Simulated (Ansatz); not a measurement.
The parent structure is CaB2C2 (space group I4/mcm, No. 140; a = 5.345 Å, c = 7.393 Å; a cell from a computed database, its experimental status unchecked). Axes: x, y, z lie along a, b, c of the conventional cell.

Computed with r2SCAN/PAW in Ansatz (a first-principles code), without spin-orbit coupling, earlier PAW set.

The change: every lattice vector is shortened by 0.85 %, atoms relaxed at fixed cell.

Predict the stress tensor and what it implies for the stiffness.

Stress of the strained cell less that of the base (GPa, compression positive):
```
   6.13    0.00    0.00
   0.00    6.13    0.00
   0.00    0.00    1.67
```

Then B = −ΔP/(ΔV/V₀) with ΔV/V₀ = -0.0253 gives secant stiffness values (nonlinear terms included at this strain): B (at held cell shape, above the free-shape value) ≈ 184 GPa.

No phonon test of stability was made.
